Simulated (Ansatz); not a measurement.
## SnO: pressure series

Base system: SnO in the litharge type structure (space group P4/nmm, No. 129; a = 3.8371 Å, c = 4.7586 Å; layered, stacked along the Cartesian z axis).

Cell and atoms are relaxed at each pressure.

All numbers come from Kohn–Sham DFT with the PBE-D3(BJ) functional, run in Ansatz (a program for electronic structure) with PAW and 420 eV plane waves, no spin-orbit coupling.

Candidates:
(a) pressure −1 GPa
(b) pressure 1.8 GPa
(c) pressure 30 GPa
(d) pressure 4.2 GPa
(e) pressure 45 GPa

For the base:

The c/a ratio is 1.240.

Problem. Order them by c/a ratio, highest first.

Solution. (a) pressure −1 GPa (1.268), (b) pressure 1.8 GPa (1.210), (d) pressure 4.2 GPa (1.187), (c) pressure 30 GPa (1.127), (e) pressure 45 GPa (1.112)

Load acts through the strain it causes; cell and atoms are relaxed under it. Stability against distortions was not tested. Competing high-pressure phases were not computed. All final runs are without spin polarisation.
